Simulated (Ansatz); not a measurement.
An input for Ansatz (PBEsol) and the part of its output that reports the quasi-harmonic study. Lengths are of the primitive cell. The cell was generated from a structure type, relaxed within its symmetry, and need not be the phase found at ambient conditions. The run noted for some of its cells that some bands missed the eigensolver's tolerance. The pressure is 15 GPa. The structure is held there; whether it is the stable one at that pressure was not tested.

Ansatz 0.2 input:
```yaml
crystal:
  lattice:
    - [0.0, 2.3681287417, 2.3681287417]
    - [2.3681287417, 0.0, 2.3681287417]
    - [2.3681287417, 2.3681287417, 0.0]
  atoms:
    - { symbol: N, position: [0.0, 0.0, 0.0] }
    - { symbol: Y, position: [0.5, 0.5, 0.5] }
kpoints:
  mp_grid: { grid: [18, 18, 18] }
hamiltonian:
  xc: pbesol
  pseudopotentials: { kind: paw }
scf:
  occupations: { method: methfessel_paxton, width: 0.15 }
phonons:
  method: dfpt
  qmesh: [6, 6, 6]
  temperatures: { t_max: 1000, t_step: 25 }
  thermal_expansion: { pressure: 15 }
checkpoint:
  write: run
```

```
--- Thermal expansion: 10 cells in 3 rounds, 15 GPa ---
  no lower state was reached at cell 4; its state was not examined: fill_not_monotonic
  without vibrations: a 3.34913, b 3.34913, c 3.34913 Å, V 26.5633 Å³, B 231.26 GPa
  at 0 K: a 3.35419, b 3.35419, c 3.35419 Å, V 26.6838 Å³, B 228.14 GPa
  zero-point expansion: a +0.151, b +0.151, c +0.151, V +0.454 %
      T/K        a/Å        b/Å        c/Å       V/Å³ | expansion of a, b, c, V (1e-6/K)   | that of V in the mean from 25 °C | C_P, C_V (J/mol K of the cell) | B_T, B_S (GPa)
     0.00    3.35419    3.35419    3.35419    26.6838 |    0.00    0.00    0.00    0.00 |    9.02 |     0.000     0.000 |   228.14   228.14
   100.00    3.35442    3.35442    3.35442    26.6893 |    2.05    2.05    2.05    6.14 |   12.55 |    15.020    15.006 |   227.69   227.90
   200.00    3.35555    3.35555    3.35555    26.7162 |    4.41    4.41    4.41   13.24 |   15.08 |    32.307    32.180 |   226.01   226.90
   298.15    3.35720    3.35720    3.35720    26.7558 |    5.51    5.51    5.51   16.54 |       - |    40.402    40.108 |   223.93   225.57
   375.00    3.35869    3.35869    3.35869    26.7914 |    5.98    5.98    5.98   17.94 |   17.30 |    43.715    43.282 |   222.20   224.42
   475.00    3.36077    3.36077    3.36077    26.8411 |    6.36    6.36    6.36   19.08 |   18.03 |    46.228    45.613 |   219.88   222.84
   575.00    3.36295    3.36295    3.36295    26.8935 |    6.62    6.62    6.62   19.85 |   18.59 |    47.745    46.948 |   217.51   221.20
   675.00    3.36521    3.36521    3.36521    26.9477 |    6.81    6.81    6.81   20.43 |   19.03 |    48.767    47.784 |   215.10   219.53
   775.00    3.36753    3.36753    3.36753    27.0035 |    6.97    6.97    6.97   20.92 |   19.42 |    49.522    48.349 |   212.65   217.81
   875.00    3.36991    3.36991    3.36991    27.0607 |    7.12    7.12    7.12   21.36 |   19.75 |    50.125    48.757 |   210.17   216.06
   975.00    3.37233    3.37233    3.37233    27.1191 |    7.26    7.26    7.26   21.78 |   20.06 |    50.639    49.071 |   207.65   214.29
  1000.00    3.37294    3.37294    3.37294    27.1339 |    7.29    7.29    7.29   21.88 |   20.14 |    50.758    49.139 |   207.02   213.84
  the static fit leaves 0.000 meV an atom of the energies and, of the stresses, 0.000 GPa of each cell's largest along a strain (root mean squares over the cells), whose Pulay part it has at -0.016 GPa
  vibrations' free energy: its fit passes through its cells
  the electrons' free energy at temperature is in it; its fit leaves 0.0004 meV an atom at the most
  free energies summed between the sampled wave vectors
  estimated error of the fitted expansion in any direction: up to 0.029e-6/K, at 1000 K, with few degrees of freedom (an estimate, not a bound: it was exceeded on models of known expansion)
  by sums over the sampled wave vectors an expansion of the volume parts by up to 0.02e-6/K
  by a static energy of one degree less an expansion of the volume parts by up to 0.01e-6/K
  the FFT grids of the static calculations differ: 24 × 24 × 24, 25 × 25 × 25
  no band gap in 9 cells: 1, 2, 3, 4, 5, 6, 7, 8, 9, and one in the others
  eigensolver_not_converged in the phonons of 4 cells: 4, 5, 6, 7
```

Warnings of the run: completed_step_reentered, occupations_restored, relax_continuation, seed_accepted, thermal_expansion_settings, resumed_after_interruption.

No phase change or melting is allowed for: the numbers belong to this structure as given.

Ansatz is a program for electronic structure.
